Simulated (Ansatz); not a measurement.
The reference is CdSe in the zinc blende structure (space group F-43m, No. 216; a = 6.1333 Å).

Structures relaxed with r2SCAN in Ansatz (plane waves to 500 eV, PAW, without spin-orbit coupling).

Base:

Simulated powder pattern, Co Kα, λ = 1.79026 Å (kinematic, ideal powder, no thermal factors, no anomalous dispersion; the 10 strongest lines at most, above 2 %, up to 2θ = 90°):

```csv
2θ (°),I/Imax (%),hkl
29.28,100,(111)
33.94,3.2,(200)
48.76,72,(220)
57.90,44,(311)
71.43,12,(400)
79.01,18,(331)
```

Modification: cell and atoms relaxed at a pressure of 30 GPa.

Question: How do the reflections move or split?

Answer: 
Simulated powder pattern, Co Kα, λ = 1.79026 Å (kinematic, ideal powder, no thermal factors, no anomalous dispersion; the 10 strongest lines at most, above 2 %, up to 2θ = 90°):

```tsv
2θ (°)	d (Å)	I/Imax (%)	hkl
32.40	3.208	100	(111)
37.59	2.779	3.2	(200)
54.21	1.965	68	(220)
64.58	1.676	42	(311)
80.23	1.389	11	(400)
89.19	1.275	18	(331)
```

The indices refer to the base's conventional cell; one index is shown for lines that coincide.

Load acts through the strain it causes; cell and atoms are relaxed under it. No phonon test of stability was made. Tetrahedral semiconductors of this kind turn to denser phases somewhere between about 1 and 50 GPa; those were not computed, so compressed cells here can lie past the real transition.

Ansatz is a program for electronic structure.
